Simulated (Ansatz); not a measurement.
The starting structures come from a database of crystals and need not be the phases stable at ambient conditions.

Tunnelling through a barrier is set by its complex band structure: the current falls as exp(−2κd) with the smallest κ.

Consider the following.

```xyz
7
Lattice="6.2093 0.0000 0.0000 3.1047 6.9765 0.0000 0.0000 2.7632 5.5606" Properties=species:S:1:pos:R:3 pbc="T T T"
Zn     0.0000     0.0000     0.0000
In     3.1047     1.3816     2.7803
In     3.1047     5.5607     4.1704
Te     7.6892     7.6756     5.0825
Te     4.8626     2.1879     0.7270
Te     4.7294     6.1110     1.9340
Te     1.3467     3.5051     3.3777
```

Space group of this cell: I-4. The cell is taken as given; by PBEsol its mean pressure is -1.0 GPa.

Transport runs along the normal of the first two printed cell vectors, the (101) plane of the conventional cell.

The gap is the functional's own, uncorrected, and κ follows it; spin-orbit coupling is left out. Mid-gap values are interpolated between the computed energies.

Problem. Estimate the band gap and the smallest decay constant κ at mid-gap that PBEsol run with Ansatz (a quantum-chemistry and plane-wave program) returns for this system.

Solution. Gap 0.85 eV on a 6×6×6 mesh; κ = 0.069 1/Å, at the zone centre.
